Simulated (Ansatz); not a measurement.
We consider 1T (CdI2-type) MnI2, described by BLYP in Ansatz (plane waves, PAW).

Run with plane-wave cutoff 520 eV, 12×12×6 k mesh (along the axes of the cell as run), Fermi–Dirac smearing 0.01 eV, spin-polarised with parallel moments, scalar-relativistic PAW data made under PBE.

Cell (measured lattice):

```xyz
3
Lattice="4.1600 0.0000 0.0000 -2.0800 3.6027 0.0000 0.0000 0.0000 6.8200" Properties=species:S:1:pos:R:3 pbc="T T T"
Mn     0.0000     0.0000     0.0000
I      0.0000     2.4018     1.5973
I      2.0800     1.2009     5.2227
```
Starting moments (μB, in the order of the record's atoms Mn I I): 4.0 0.0 0.0.

Give the computed band gap, smallest direct gap on the k points sampled and direct gap at Γ.


* **band gap**: 0.94 eV
* **smallest direct gap on the k points sampled**: 1.05 eV
* **direct gap at Γ**: 1.25 eV

Note: the magnetic order was assumed, not searched for or taken from measurement; cell and atoms aren't relaxed at this level (largest force component 0.43 eV/Å, pressure 3.6 GPa).

Spin–orbit coupling is not included; with these elements it can move the gap by several tenths of an eV or more.

Computed values are for the static lattice.

Ansatz is an electronic-structure program.
